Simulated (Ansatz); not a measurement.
We consider BeRh (Pm-3m, No. 221, 2 atoms in the cell; start mp-11276), described by LDA (Ansatz, a quantum-chemistry and plane-wave program, plane waves, PAW).

Numerical settings: plane-wave cutoff 520 eV, 20×20×20 k mesh, Fermi–Dirac smearing 0.05 eV, no spin polarisation, scalar-relativistic PAW data made under PBE.

Cell (relaxed at this level):

Space group Pm-3m (No. 221); a = b = c = 2.731 Å, α = β = γ = 90.00°

```csv
atom,site,symmetry,x,y,z
Be,1a,m-3m,0.0000,0.0000,0.0000
Rh,1b,m-3m,0.5000,0.5000,0.5000
```

Problem. What does this level give for the bulk modulus B0?

Solution. 
* **bulk modulus B0**: 244 GPa

Note: the run has no spin polarisation, so it can have missed a magnetic state; the bulk modulus is −V dP/dV from two relaxed cells at ±2 % in volume; the relaxation could not lower the start's symmetry, so the cell can be a saddle point above a distorted one.

The result took very roughly 26 core-seconds.

A start named mp-… is a Materials Project structure, which need not be a measured phase.
